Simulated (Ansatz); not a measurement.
Where the default PAW files enter, the runs use the earlier of Ansatz's two default sets.

Given:

```
CdTe
1.0
    4.64161     0.00000     0.00000
    0.00000     4.64161     0.00000
    2.32081     2.32081     3.28212
Cd Te
1 1
Cartesian
  0.00000   0.00000   0.00000
  4.64161   2.32081   1.64106
```

Space group of this cell: F-43m, zinc blende. The cell is taken as given.

The numbers are results of r2SCAN (plane waves, PAW; Ansatz, a program for electronic structure), not measurements.

The current runs along the normal of the first two printed vectors; no spin-orbit coupling. Scaled by the factor s: both lengths across the current (ions clamped). The meshes follow the cell: 10×10×10 and 8×8 across at s = 0.98, 10×10×10 and 8×8 across at s = 1.00, 10×10×10 and 6×6 across at s = 1.02.

| s | mean pressure (GPa) | band gap (eV) |
|---|---|---|
| 0.98 | 1.7 | ? |
| 1.00 | -0.1 | 1.15 |
| 1.02 | -1.5 | 0.98 |

Question: Take the slope of the band gap against ln s from the two given rows, extrapolate to s = 0.98, and say what the run there gives.

Answer: Slope = (0.98 − 1.15) / ln 1.02 = -8.58 eV. The line gives 1.15 + (-8.58) × ln 0.98 = 1.32 eV. The run gives 1.26 eV, 0.06 eV under the line, 37 % of the predicted step.
